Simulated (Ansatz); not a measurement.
Terminations of the (111) surface of fcc Ni, ferromagnetic, measured from the surface 'clean 1x1'. Atoms come from or go to: Al: fcc Al, Bi: rhombohedral Bi, Cu: fcc Cu, Fe: bcc Fe, ferromagnetic, Ga: alpha gallium, Ge: germanium, Ir: fcc Ir, Ni: fcc Ni, ferromagnetic, Os: hcp Os, Si: silicon. ΔE is the energy of forming the row's surface from that one (negative: more stable at these reservoirs); the vacuum level's shift is aligned on the shared bottom. No zero-point or thermal terms. These are constructed structures in small cells; real faces may alloy, dewet or reconstruct in larger ones, and not all known structures of the face are among them. Slabs of about 10 Å with all that they carry, Fermi-Dirac smearing of 0.1 eV. Bottom of the slabs: a bare face, its two planes held. Relaxed from the named starts with such symmetry as they have, on meshes of like density; energies extrapolated to zero smearing; no spin-orbit coupling, no U. Spin-polarised runs, if any, are marked in brackets, and their order is one that fits the cell; the others ran without spin. Where a second, spin-polarised start was run, the lower counts. A dash marks a value that is undefined for that row (no clear gap, or no work function of a gapped slab) or was not read reliably on its mesh.

The numbers are results of PBE (plane waves to 420 eV, PAW; Ansatz, a program for electronic structure), not measurements.

```csv
surface,atoms added per 1x1,ΔE per 1x1 (eV),shift of the vacuum level (eV),work function (eV)
"a pseudomorphic layer of Al in the host's stacking [spin, 3.3 μB a cell]",+1 Al,-0.39,-0.95,4.12
"a pseudomorphic layer of Fe in the host's stacking [spin, 6.5 μB a cell]",+1 Fe,0.18,-0.04,5.02
"(√3x√3)R30° layer of Bi, one a cell, on the site that continues the host's stacking [spin, 10.5 μB a cell]",+0.333 Bi,___,-1.17,3.89
"a layer of Si in place of the third plane [spin, 2.1 μB a cell]","-1 Ni, +1 Si",-0.42,0.14,5.21
"a layer of Ge in place of the third plane [spin, 2.4 μB a cell]","+1 Ge, -1 Ni",0.84,0.11,5.18
"a pseudomorphic layer of Cu in the host's stacking [spin, 3.8 μB a cell]",+1 Cu,-0.16,-0.14,4.92
"a pseudomorphic layer of Si in the host's stacking [spin, 3.3 μB a cell]",+1 Si,___,-0.65,4.41
"top plane shifted to the other hollow [spin, 3.9 μB a cell]",none,0.03,0.02,5.08
"one row in 4 of the top plane missing [spin, 15.2 μB a cell]",-0.25 Ni,___,-0.37,4.70
"a pseudomorphic layer of Ga in the host's stacking [spin, 3.4 μB a cell]",+1 Ga,___,-1.08,3.98
"a pseudomorphic layer of Ir in the host's stacking [spin, 4.2 μB a cell]",+1 Ir,___,0.40,5.46
"a pseudomorphic layer of Os in the host's stacking [spin, 3.4 μB a cell]",+1 Os,0.92,0.32,5.38
```

### Question
Fill in the missing entries.

### Answer

- (√3x√3)R30° layer of Bi, one a cell, on the site that continues the host's stacking [spin, 10.5 μB a cell], ΔE per 1x1 (eV): -0.38
- a pseudomorphic layer of Si in the host's stacking [spin, 3.3 μB a cell], ΔE per 1x1 (eV): -0.41
- one row in 4 of the top plane missing [spin, 15.2 μB a cell], ΔE per 1x1 (eV): 0.19
- a pseudomorphic layer of Ga in the host's stacking [spin, 3.4 μB a cell], ΔE per 1x1 (eV): -0.27
- a pseudomorphic layer of Ir in the host's stacking [spin, 4.2 μB a cell], ΔE per 1x1 (eV): 0.48
